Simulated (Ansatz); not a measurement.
# Mg2Ge: energy against strain

Mg2Ge (antifluorite, Fm-3m, 21.483 Å³/atom at rest) under an equal strain ε in the (111) plane with the normal axis free, as in a coherent film. PBEsol in Ansatz, a plane-wave DFT program (PAW, default set), 420 eV, 13×13×13 Γ-centred mesh, Fermi-Dirac smearing 0.05 eV; ions are relaxed within the symmetry of each cell.

Here s stands for strain and y for E less E0.

```csv
strain (%),E less E0 (meV/atom)
-2.50,?
-1.25,2.70
-0.83,1.18
-0.42,0.30
0.00,0.00
0.42,0.29
0.83,1.12
1.25,2.51
```

Q: Using a parabola, estimate the missing y at s = -2.50 from the other rows, showing the fit.

A: Least squares gives y = 0.001 - 0.0600·s + 1.6668·s². Residuals (row less fit): 0.020, -0.019, -0.020, -0.001, 0.020, 0.021, -0.020; standard error 0.025 (degrees of freedom: 4). Twice the quadratic coefficient over the volume, 2 × 1.6668 meV × 10⁴ × 0.1602 / 21.483 Å³, is twice the biaxial elastic modulus of this plane = 249 ± 2 GPa. At the withheld row, y = 0.001 - 0.0600 × (-2.50) + 1.6668 × (-2.50)² = 10.568 meV/atom. The calculation gives 11.11 meV/atom, 0.542 meV/atom above the prediction (4.9 % of the range of y in the table). The row lies outside the fitted rows, so this is an extrapolation. From the scatter of the fitted rows alone, a prediction at this place has a standard error of 0.094 meV/atom, so the miss is 5.8 times that.

One order more, fitted to all 13 runs of the series, follows each within 0.01, so the miss is the next term of a smooth law. This level leaves no gap over 0.05 eV at strain -2.50, -1.25, -0.83, 0.83, 1.25, where the mesh may be coarse. Rows are the converged runs of the series near zero and its far end; series whose fitted rows scatter by over a few per cent of the range, as at a crossing or softening among them, aren't shown in this form. Most that stay on the fit to the last digits aren't either.
